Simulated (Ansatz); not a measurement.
A self-consistent single point of IrRh3 (I4mm, 4 atoms in the cell) with Ansatz (a quantum-chemistry and plane-wave program).

Level of theory: LDA (PW92), default PAW files made with PBE (plane waves; Ansatz).

The change in words: lattice scaled by 0.98; basis.ecutwfc: 420 eV → 230 eV. Reference geometry:
```xyz
4
Lattice="-1.9125 1.9125 3.8309 1.9125 -1.9125 3.8309 1.9125 1.9125 -3.8309" Properties=species:S:1:pos:R:3 pbc="T T T"
Ir     0.0000     0.0000     0.0500
Rh     0.0000     1.9125     1.9155
Rh     1.9125     0.0000     1.9155
Rh     0.0000     0.0000     3.8309
```

Reference input (self-consistent single point, DFT, LDA (PW92), plane waves, default PAW files made with PBE): basis.ecutwfc = 420 eV; kpoints.mp_grid.grid = 8 8 8; hamiltonian.xc = lda; hamiltonian.pseudopotentials = {kind: paw} (the program's default PAW files); scf.occupations.method = fermi_dirac; scf.occupations.width = 0.1 eV. This run's input differs from it in these lines:

Ansatz 0.2 input:
```diff
@@ -2,5 +2,5 @@
   lattice:
-    - [-1.912500, 1.912500, 3.830943]
-    - [1.912500, -1.912500, 3.830943]
-    - [1.912500, 1.912500, -3.830943]
+    - [-1.874250, 1.874250, 3.754324]
+    - [1.874250, -1.874250, 3.754324]
+    - [1.874250, 1.874250, -3.754324]
   atoms:
@@ -11,3 +11,3 @@
 basis:
-  ecutwfc: 420.0
+  ecutwfc: 230.0
 kpoints:
```

Output, abridged:

```
SCF iter   1: F=—  HF=-30485.114491 eV  |F-HF|=—  |Δ(HF+E_count)|=         —  Δρ=9.27e-2  dr2=2.16e0  ethr=1.77e-3  ⟨swp⟩=5.1  Hψ=7317  notcnv=0
all-band conjugate gradients solve this SCF's bands
preconditioner: auto → Kerker (q_TF=auto, 2.846 Å⁻¹)
SCF iter   2: F=—  HF=-30484.369746 eV  |F-HF|=—  |Δ(HF+E_count)|=   7.45e-1  Δρ=4.36e-2  dr2=3.96e-1  ethr=1.77e-3  ⟨swp⟩=2.6  Hψ=4717  notcnv=0
SCF iter   3: F=—  HF=-30484.194938 eV  |F-HF|=—  |Δ(HF+E_count)|=   1.75e-1  Δρ=6.18e-3  dr2=9.89e-3  ethr=5.82e-4  ⟨swp⟩=2.0  Hψ=4806  notcnv=0
SCF iter   4: F=—  HF=-30484.193970 eV  |F-HF|=—  |Δ(HF+E_count)|=   9.68e-4  Δρ=7.77e-4  dr2=2.10e-4  ethr=1.46e-5  ⟨swp⟩=2.3  Hψ=3601  notcnv=0
SCF iter   5: F=—  HF=-30484.193947 eV  |F-HF|=—  |Δ(HF+E_count)|=   2.35e-5  Δρ=1.80e-4  dr2=1.89e-5  ethr=3.09e-7  ⟨swp⟩=1.3  Hψ=2444  notcnv=0
SCF iter   6: F=—  HF=-30484.193936 eV  |F-HF|=—  |Δ(HF+E_count)|=   1.01e-5  Δρ=2.56e-5  dr2=3.67e-7  ethr=2.79e-8  ⟨swp⟩=1.1  Hψ=2422  notcnv=0
SCF iter   7: F=-30484.193936 eV  HF=-30484.193936 eV  |F-HF|=1.09e-8  |Δ(HF+E_count)|=   3.79e-8  Δρ=6.27e-6  dr2=2.09e-8  ethr=1.47e-10  ⟨swp⟩=4.0  Hψ=7599  notcnv=0
SCF 1 converged in 7 iterations: F = -30484.193936 eV  dr2 = 2.09e-8
Free energy (F): -30484.193936 eV
Internal energy: -30484.034674 eV  (E = F + TS)
E sigma→0 (E₀):  -30484.114305 eV
Entropy (-TS):   -0.159263 eV (-39.816 meV/atom)
Fermi energy:    24.376188 eV
--- Forces (eV/Å), atoms counted from 1 ---
  atom   1  Ir    -0.00000000    -0.00000000    -0.34529648
  atom   2  Rh     0.00000000    -0.00000000     0.16981123
  atom   3  Rh     0.00000000     0.00000000     0.16981123
  atom   4  Rh    -0.00000000     0.00000000     0.00566556
--- Stress (GPa, compression-positive) ---
       13.058288      -0.000000      -0.000000
       -0.000000      13.058288      -0.000000
       -0.000000      -0.000000      11.926019
  P = ⅓ Tr σ = 12.6809 GPa (126.809 kbar)
  The stress holds the Pulay correction. Without it, at fixed plane waves, as pw.x and ABINIT print it: P = -250.9186 GPa
```

The run converged in 7 iterations. Against the reference run the free energy goes up by 3.79 eV/atom, the pressure goes from -13.76 to 12.68 GPa and the largest force goes from 0.547 to 0.345 eV/Å.

The starting cell comes from a database of computed structures (which also holds hypothetical and non-ambient phases and stackings), without a prior relaxation at this level. Its lattice was rescaled by up to half a per cent. One atom was moved a little off its site on purpose. For this run, on top of that: lattice scaled by 0.98. Spin polarisation is off. Ansatz's pressure includes its estimate of the finite-basis (Pulay) stress. Without the estimate this run gives -250.92 GPa. The cutoff lies below the one recommended for these files.
